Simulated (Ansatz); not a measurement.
Input and output of a self-consistent single point for ZnNi (P4mm, 2 atoms in the cell) (Ansatz, an electronic-structure program).

Method of the run: LDA (PW92), default PAW files made with PBE (plane waves; Ansatz).

```yaml
crystal:
  lattice:
    - [2.71006, 0.00000, 0.00000]
    - [0.00000, 2.71006, 0.00000]
    - [0.00000, 0.00000, 3.19786]
  atoms:
    - { symbol: Zn, position: [0.50000, 0.50000, 0.51563] }
    - { symbol: Ni, position: [0.00000, 0.00000, 0.00000] }
```

Reference input (self-consistent single point, DFT, LDA (PW92), plane waves, default PAW files made with PBE): basis.ecutwfc = 420 eV; kpoints.mp_grid.grid = 12 12 10; hamiltonian.xc = lda; hamiltonian.pseudopotentials = {kind: paw} (the program's default PAW files); scf.occupations.method = fermi_dirac; scf.occupations.width = 0.1 eV. This run's input differs from it in these lines:

Ansatz 0.2 input:
```diff
@@ -9,3 +9,3 @@
 basis:
-  ecutwfc: 420.0
+  ecutwfc: 565.0
 kpoints:
```

The program printed (abridged):

```
SCF iter   1: F=—  HF=-9020.200387 eV  |F-HF|=—  |Δ(HF+E_count)|=         —  Δρ=2.55e-2  dr2=8.31e-2  ethr=1.77e-3  ⟨swp⟩=5.1  Hψ=14833  notcnv=0
all-band conjugate gradients solve this SCF's bands
preconditioner: auto → none
SCF iter   2: F=—  HF=-9020.190631 eV  |F-HF|=—  |Δ(HF+E_count)|=   9.76e-3  Δρ=1.12e-2  dr2=1.84e-2  ethr=2.77e-4  ⟨swp⟩=2.0  Hψ=5989  notcnv=0  defer=5
SCF iter   3: F=—  HF=-9020.188857 eV  |F-HF|=—  |Δ(HF+E_count)|=   1.77e-3  Δρ=2.41e-3  dr2=6.58e-4  ethr=6.13e-5  ⟨swp⟩=2.2  Hψ=5542  notcnv=0  defer=5
SCF iter   4: F=—  HF=-9020.188499 eV  |F-HF|=—  |Δ(HF+E_count)|=   3.58e-4  Δρ=5.90e-4  dr2=4.46e-5  ethr=2.19e-6  ⟨swp⟩=2.1  Hψ=4590  notcnv=0  defer=5
SCF iter   5: F=—  HF=-9020.188474 eV  |F-HF|=—  |Δ(HF+E_count)|=   2.49e-5  Δρ=1.19e-4  dr2=8.61e-7  ethr=1.49e-7  ⟨swp⟩=2.1  Hψ=4618  notcnv=0  defer=5
SCF iter   6: F=-9020.188474 eV  HF=-9020.188474 eV  |F-HF|=9.48e-9  |Δ(HF+E_count)|=   2.09e-7  Δρ=1.96e-5  dr2=2.76e-8  ethr=3.33e-10  ⟨swp⟩=7.7  Hψ=17654  notcnv=0
SCF 1 converged in 6 iterations: F = -9020.188474 eV  dr2 = 2.76e-8
Free energy (F): -9020.188474 eV
Internal energy: -9020.165951 eV  (E = F + TS)
E sigma→0 (E₀):  -9020.177212 eV
Entropy (-TS):   -0.022523 eV (-11.262 meV/atom)
Fermi energy:    15.125173 eV
--- Forces (eV/Å), atoms counted from 1 ---
  atom   1  Zn     0.00000000     0.00000000    -0.32966118
  atom   2  Ni     0.00000000     0.00000000     0.32966991
--- Stress (GPa, compression-positive) ---
      -10.202719       0.000000       0.000000
        0.000000     -10.202719       0.000000
        0.000000       0.000000      -9.115965
  P = ⅓ Tr σ = -9.8405 GPa (-98.405 kbar)
  The stress holds the Pulay correction. Without it, at fixed plane waves, as pw.x and ABINIT print it: P = -9.8784 GPa
```

The run converged in 6 iterations. Against the reference run the free energy falls by 1.5 meV/atom, the pressure moves little (-9.82 to -9.84 GPa) and the largest force stays at 0.330 eV/Å.

The starting cell comes from a database of computed structures (which also holds hypothetical and non-ambient phases and stackings), without a prior relaxation at this level. Its lattice was rescaled by up to half a per cent. One atom was moved a little off its site on purpose. Spin polarisation is off. Ansatz's pressure includes its estimate of the finite-basis (Pulay) stress.
